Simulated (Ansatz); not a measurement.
Terminations of the (111)A surface of zinc-blende GaSb (Ga plane on top), measured from the surface '2x2 with 3 H on 4 top atoms'. Atoms come from or go to: Ga: alpha gallium, H: ½ H2(g), In: tetragonal indium, Mg: hcp Mg, O: ½ O2(g), Sb: rhombohedral Sb. ΔE is the energy of forming the row's surface from that one (negative: more stable at these reservoirs); the vacuum level's shift is aligned on the shared bottom. No zero-point or thermal terms. These are constructed structures in small cells; real faces may alloy, dewet or reconstruct in larger ones, and not all known structures of the face are among them. Slabs of about 15 Å with all that they carry, Fermi-Dirac smearing of 0.025 eV. Bottom of the slabs: H caps. Relaxed from the named starts with such symmetry as they have, on meshes of like density; energies extrapolated to zero smearing; no spin-orbit coupling, no U. Spin-polarised runs, if any, are marked in brackets, and their order is one that fits the cell; the others ran without spin. A dash marks a value that is undefined for that row (no clear gap, or no work function of a gapped slab) or was not read reliably on its mesh.

Calculation: PBE (plane waves to 420 eV, PAW; Ansatz, a first-principles code).

```json
[
 {"surface": "2x2 with 1 H on 4 top atoms", "atoms added per 1x1": "-0.5 H", "ΔE per 1x1 (eV)": "0.31", "shift of the vacuum level (eV)": "-0.61", "work function (eV)": "4.04"},
 {"surface": "2x2 Mg adatom at H3 [spin start, no net moment]", "atoms added per 1x1": "-0.75 H, +0.25 Mg", "ΔE per 1x1 (eV)": "0.38", "shift of the vacuum level (eV)": "-0.87", "work function (eV)": "4.08"},
 {"surface": "2x2 Ga adatom at T4", "atoms added per 1x1": "+0.25 Ga, -0.75 H", "ΔE per 1x1 (eV)": "(withheld)", "shift of the vacuum level (eV)": "-0.54", "work function (eV)": "4.34"},
 {"surface": "2x2 In adatom at H3", "atoms added per 1x1": "-0.75 H, +0.25 In", "ΔE per 1x1 (eV)": "0.29", "shift of the vacuum level (eV)": "-0.87", "work function (eV)": "–"},
 {"surface": "2x2 Sb adatom at H3 (3 Sb–Sb bonds broke)", "atoms added per 1x1": "-0.75 H, +0.25 Sb", "ΔE per 1x1 (eV)": "0.25", "shift of the vacuum level (eV)": "-0.28", "work function (eV)": "–"},
 {"surface": "2x2 O adatom at H3 (3 Ga–O bonds formed; 1 Ga–Sb bonds broke) [spin start, no net moment]", "atoms added per 1x1": "-0.75 H, +0.25 O", "ΔE per 1x1 (eV)": "-0.08", "shift of the vacuum level (eV)": "-0.62", "work function (eV)": "–"},
 {"surface": "2x2 Mg adatom at T4 (3 Ga–Mg bonds formed) [spin start, no net moment]", "atoms added per 1x1": "-0.75 H, +0.25 Mg", "ΔE per 1x1 (eV)": "0.41", "shift of the vacuum level (eV)": "-0.91", "work function (eV)": "4.01"}
]
```

### Question
What belongs in the gaps?

### Answer

- 2x2 Ga adatom at T4, ΔE per 1x1 (eV): 0.32
